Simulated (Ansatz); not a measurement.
Output of an Ansatz run (abridged):

```
WARN ansatz: RAYON_NUM_THREADS=1 ignored (pool sized by the plan → 1); use --threads N
Pseudopotentials: kind: paw
Pseudopotential: Si, paw, valence charge 4
Pseudopotential: W, paw, valence charge 14
Crystal: 3 atoms, lattice volume = 42.158 Å³
Basis set: ecut = 420.4159175005146 eV, 849 PW (Γ), exchange–correlation on 64×64×64 points (8 copies of the dense FFT grid, shifted against one another)
Bands: 15, of which v1, the nominal top of the filled ones, is band 11 counted from 1 (10 counted from 0)
Symmetry: 16 space group operations
Space group: I4/mmm (ITA 139), of the structure as read, at distance tolerance 3.5e-5 Å
k-points: 244 of 2744
Initial density: superposition of atomic densities (neutral atoms: chi_scale 0, normalization atom), corrected by the library's trained network
Initial wavefunctions: pseudopotential atomic-orbital guess
Eigensolver: davidson
Functional: x = pbe(κ = 0.804, μ = 0.2195149727645171), c = pbe(β = 0.06672455060314922)
SCF iter   1: F=—  HF=-11657.439610 eV  |F-HF|=—  |Δ(HF+E_count)|=         —  Δρ=3.26e-3  dr2=1.65e-3  ethr=1.77e-3  ⟨swp⟩=5.3  Hψ=21318  notcnv=0
all-band conjugate gradients solve this SCF's bands
preconditioner: auto → none
SCF iter   2: F=—  HF=-11657.440043 eV  |F-HF|=—  |Δ(HF+E_count)|=   4.33e-4  Δρ=1.59e-3  dr2=2.96e-4  ethr=7.51e-6  ⟨swp⟩=2.0  Hψ=7684  notcnv=0
SCF iter   3: F=—  HF=-11657.440278 eV  |F-HF|=—  |Δ(HF+E_count)|=   2.35e-4  Δρ=3.02e-4  dr2=2.08e-5  ethr=1.34e-6  ⟨swp⟩=1.2  Hψ=3913  notcnv=0
SCF iter   4: F=—  HF=-11657.440287 eV  |F-HF|=—  |Δ(HF+E_count)|=   9.08e-6  Δρ=2.93e-5  dr2=2.83e-7  ethr=9.46e-8  ⟨swp⟩=2.0  Hψ=5144  notcnv=0
iter 5 did not close the SCF: its close was put off for the readings that it lacked (scf_convergence_deferred on its scf_iter line)
SCF iter   5: F=-11657.440287 eV  HF=-11657.440287 eV  |F-HF|=7.01e-9  |Δ(HF+E_count)|=   5.01e-8  Δρ=9.00e-6  dr2=1.11e-8  ethr=1.29e-9  ⟨swp⟩=2.3  Hψ=5159  notcnv=0
SCF iter   6: F=-11657.440287 eV  HF=-11657.440287 eV  |F-HF|=9.09e-11  |Δ(HF+E_count)|=   7.87e-9  Δρ=1.13e-6  dr2=1.55e-10  ethr=5.03e-11  ⟨swp⟩=2.1  Hψ=12067  notcnv=0
SCF 1 converged in 6 iterations: F = -11657.440287 eV  dr2 = 1.55e-10
SCF converged after 6 iterations
Free energy (F): -11657.440287 eV
Harris-Foulkes:  -11657.440287 eV  (|F-HF|=9.09e-11)
Internal energy: -11657.440064 eV  (E = F + TS)
E sigma→0 (E₀):  -11657.440175 eV
Entropy (-TS):   -0.000223 eV (-0.074 meV/atom)
Fermi energy:    15.961387 eV
--- Per-component energies (eV) ---
  E_band       = -95.929485
  E_kinetic    = 537.486623
  E_local      = -975.183811  (includes V_loc(G=0)·N_el)
  E_nonlocal   = 50.144840
  E_hartree    = 379.314371
  E_xc         = -380.486787
  E_vxc        = -336.696867  (∫ρ·V_xc dr)
  E_paw        = -9588.040463  (= ΣΔE_a)
  E_vpaw       = -130.309030  (= ΣTr[D̂ρ^β])
  E_aug_tail   = -0.000046  (compensation charges beyond the density's cutoff)
  E_ewald      = -1680.674792
  E_smearing   = -0.000223  (= −TS)
  E_closure    = 0.000000  (closes the sum)
  Σ components = -11657.440287   (vs F -11657.440287, Δ=0.00e0)
--- Forces (eV/Å), atoms counted from 1 ---
  atom   1  Si     0.00000000    -0.00000000    -0.01941391
  atom   2  Si     0.00000000     0.00000000     0.01941391
  atom   3  W     -0.00000000     0.00000000     0.00000000
  max |Σ_I F_I| component: 2.08e-17 eV/Å
--- Stress (GPa, compression-positive) ---
       -5.250602       0.000000      -0.000000
        0.000000      -5.250602       0.000000
       -0.000000      -0.000000      -6.502435
  P = ⅓ Tr σ = -5.6679 GPa (-56.679 kbar)
  The stress holds the Pulay correction. Without it, at fixed plane waves, as pw.x and ABINIT print it: P = -5.7139 GPa
--- Band table (eV; the first three rows and the last of 244) ---
  k-point 0: bands = ["-57.9073", "-22.1714", "-22.1657", "-22.1657", "2.2364", "9.3676", "12.1584", "12.8277", "13.2456", "13.2456", "16.5395", "18.4764", "18.9125", "18.9125", "19.0543"]
  k-point 1: bands = ["-57.9067", "-22.1746", "-22.1736", "-22.1697", "2.3957", "9.5116", "11.7201", "12.8555", "12.8566", "13.7091", "15.7750", "18.2525", "19.0276", "19.0384", "19.4686"]
  k-point 2: bands = ["-57.9050", "-22.1990", "-22.1957", "-22.1649", "2.8624", "9.8977", "11.1240", "12.0072", "12.9550", "14.2151", "14.3241", "18.1079", "19.2975", "19.3165", "20.0102"]
  k-point 243: bands = ["-57.9072", "-22.1849", "-22.1667", "-22.1667", "4.4117", "5.1916", "12.3468", "13.5141", "15.1387", "15.1387", "15.4814", "15.4814", "16.6999", "20.2779", "20.3527"]
```

The structure:

```
CELL_PARAMETERS angstrom
     -1.62875     1.62875     3.97294
      1.62875    -1.62875     3.97294
      1.62875     1.62875    -3.97294
ATOMIC_POSITIONS crystal
  Si 0.66500 0.66500 0.00000
  Si 0.33500 0.33500 0.00000
  W  0.00000 0.00000 0.00000
```

Write an input that gives this output.

Other spellings and defaults could give the same log, and not every line can be read from it. The input that was run (DFT, PBE, plane waves, default PAW files):

Ansatz 0.2 input:
```yaml
crystal:
  lattice:
    - [-1.62875400, 1.62875400, 3.97294200]
    - [1.62875400, -1.62875400, 3.97294200]
    - [1.62875400, 1.62875400, -3.97294200]
  atoms:
    - { symbol: Si, position_ang: [-0.00000000, 0.00000000, 5.28401286] }
    - { symbol: Si, position_ang: [-0.00000000, 0.00000000, 2.66187114] }
    - { symbol: W, position_ang: [0.00000000, 0.00000000, 0.00000000] }
basis:
  ecutwfc: 30.9 Ry
kpoints:
  mp_grid: { grid: [14, 14, 14] }
hamiltonian:
  xc: pbe
  pseudopotentials: { kind: paw }
scf:
  occupations: { method: gaussian, width: 0.0037 Ry }
output:
  forces: true
  eigenvalues: true
  stress: true
```

The starting cell has typed, rounded lattice constants, without a prior relaxation at this level. Its lattice was rescaled by a random factor within 2.5 % of one. Spin-orbit coupling is off. Spin polarisation is off. With a pressure of about -6 GPa the cell is away from its equilibrium volume at this level. Ansatz's pressure includes its estimate of the finite-basis (Pulay) stress.

Ansatz is a quantum-chemistry and plane-wave program.
